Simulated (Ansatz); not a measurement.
Functionals compared on the (101) surface of tetragonal WSi2 in its 1x1 cell (cut with top plane Si, bottom plane Si), outermost plane spacing 0.99 Å in the ideal cut (one of several cuts of this face), with 2 Si a cell over the bulk's ratio, in Ansatz (plane waves, PAW). The structure was relaxed with PBE; the other rows are single points on it. Cutoff 420 eV (500 eV for r2SCAN).

Set-up: 11 atoms, Si8W3, 10.0 Å thick at the start (thin: gaps and levels are the slab's own); mesh 12x9x1; 0.1 eV smearing; dipole correction on; all atoms relaxed; held to the part of the start's symmetry that mesh and held atoms allow; no spin, no spin-orbit, no U. These notes are the PBE run's.

```tsv
functional	work function of the top face (eV)	rough cost of the single point
PBE	5.56	–
LDA	5.72	very roughly 60 core-seconds
PBEsol	5.61	around 60 core-seconds (rough)
RPBE	5.50	roughly 60 core-seconds
r2SCAN	5.75	around 110 core-seconds (rough)
```

Ansatz is an electronic-structure program.
